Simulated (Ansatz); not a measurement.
Base system: Li in the bcc (W type) structure (space group Im-3m, No. 229; a = 3.4343 Å; relaxed with 0.1 eV smearing). Axes: x, y, z lie along the cube axes.

Computed with Ansatz (a first-principles code) PBEsol, no spin-orbit coupling.

For the base:

```
Quantity                        Result
-----------------------------  -------
Shortest interatomic distance  2.974 Å
```

Now apply this change: the cell is compressed by 2.00 % along z with no lateral relaxation; the atoms relax in the strained cell.

Problem. What happens to the energy relative to the base?

Solution. The energy rises by 0.4 meV/atom.

Problem. Estimate the effect on the stress.

Solution. The stress (xx, yy, zz, yz, xz, xy; compression positive) amounts to (0.3, 0.3, 0.3, 0.0, 0.0, 0.0) GPa.

Problem. Predict the new shortest interatomic distance.

Solution. The shortest interatomic distance falls by 0.020 Å (2.974 Å → 2.954 Å).

Whether these cells are dynamically stable was not tested.
